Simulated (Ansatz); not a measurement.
## Thickness series in hypothetical rock salt BN

Base system: BN in the rock salt structure (space group Fm-3m, No. 225; a hypothetical phase, not in the database extracts checked).

```
BN
1.0
    0.00000     1.74136     1.74136
    1.74136     0.00000     1.74136
    1.74136     1.74136     0.00000
N B
1 1
Direct
  0.00000   0.00000   0.00000
  0.50000   0.50000   0.50000
```

Cartesian axes are those of the cell as printed.

Free-standing slabs (2 atom(s) a layer) normal to the z axis with 15 Å of vacuum; in-plane cell held at bulk.

Calculations: Ansatz (an electronic-structure program), PBEsol, PAW, cutoff 420 eV, no SOC.

Notes on the quantities. band gap: an upper bound: an edge found on the path is not a true extremum; the base alone; excess energy per area of both faces: slab less bulk energy over the cell's area: twice a surface energy; uncertain by up to 0.3 J/m²; layer's space group: with vacuum.

```json
[
 {"case": "base", "band gap": "1.29 eV", "thickness between the outermost nuclei": "–", "excess energy per area of both faces": "–", "layer's space group": "–"},
 {"case": "1 layer", "band gap": "zero", "thickness between the outermost nuclei": "–", "excess energy per area of both faces": "–", "layer's space group": "P4/mmm (No. 123)"},
 {"case": "2 layers", "band gap": "0.32 eV", "thickness between the outermost nuclei": "1.74 Å", "excess energy per area of both faces": "0.70 J/m²", "layer's space group": "P4/nmm (No. 129)"},
 {"case": "3 layers", "band gap": "zero", "thickness between the outermost nuclei": "3.48 Å", "excess energy per area of both faces": "1.4 J/m²", "layer's space group": "P4/mmm (No. 123)"},
 {"case": "4 layers", "band gap": "0.23 eV", "thickness between the outermost nuclei": "5.41 Å", "excess energy per area of both faces": "0.84 J/m²", "layer's space group": "P4/nmm (No. 129)"},
 {"case": "5 layers", "band gap": "0.14 eV", "thickness between the outermost nuclei": "6.98 Å", "excess energy per area of both faces": "1.2 J/m²", "layer's space group": "P4/mmm (No. 123)"},
 {"case": "6 layers", "band gap": "0.20 eV", "thickness between the outermost nuclei": "8.99 Å", "excess energy per area of both faces": "0.88 J/m²", "layer's space group": "P4/nmm (No. 129)"},
 {"case": "7 layers", "band gap": "0.21 eV", "thickness between the outermost nuclei": "10.53 Å", "excess energy per area of both faces": "1.06 J/m²", "layer's space group": "P4/mmm (No. 123)"}
]
```

The excess energy carries the mismatch between the slab's and the bulk's meshes. Whether these cells are dynamically stable was not tested. The final runs are not spin-polarised. The zero or small gap of BN can change with the level of theory.
